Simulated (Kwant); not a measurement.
Computed with Kwant: Hückel tight-binding model, one pz orbital an atom, one spin, coherent transport at 0 K. Conductance is in e²/h.

Model system: π system c1ccc2c(c1)oc1ccccc12 between two chain leads. The π system is taken as planar. Atoms are numbered from 0 in the order of the SMILES. Site energies (eV, carbon 0): [0.0, 0.0, 0.0, 0.0, 0.0, 0.0, -5.4, 0.0, 0.0, 0.0, 0.0, 0.0, 0.0]. Bonds (i, j, β in eV): (0,1,-2.7) (1,2,-2.7) (2,3,-2.7) (3,4,-2.7) (4,5,-2.7) (4,6,-2.16) (6,7,-2.16) (7,8,-2.7) (8,9,-2.7) (9,10,-2.7) (10,11,-2.7) (11,12,-2.7) (5,0,-2.7) (12,7,-2.7) (12,3,-2.7). Leads: chains of hopping −4.1 eV, joined by −0.54 eV to atoms 1 and 5.

Site energies and bond integrals are typed Hückel values.

Sweep values stay those of the base run.

One input was changed, with this effect: transmission at E = 0 1.3e-5 → 3.3e-6.

Which change was it?
(A) contacts moved from atoms [1, 5] to [0, 1]
(B) contacts moved from atoms [1, 5] to [2, 11]
(C) contacts moved from atoms [1, 5] to [2, 8]
(D) contacts moved from atoms [1, 5] to [0, 5]
(E) contacts moved from atoms [1, 5] to [0, 11]
(F) contacts moved from atoms [1, 5] to [0, 9]

C, contacts moved from atoms [1, 5] to [2, 8]
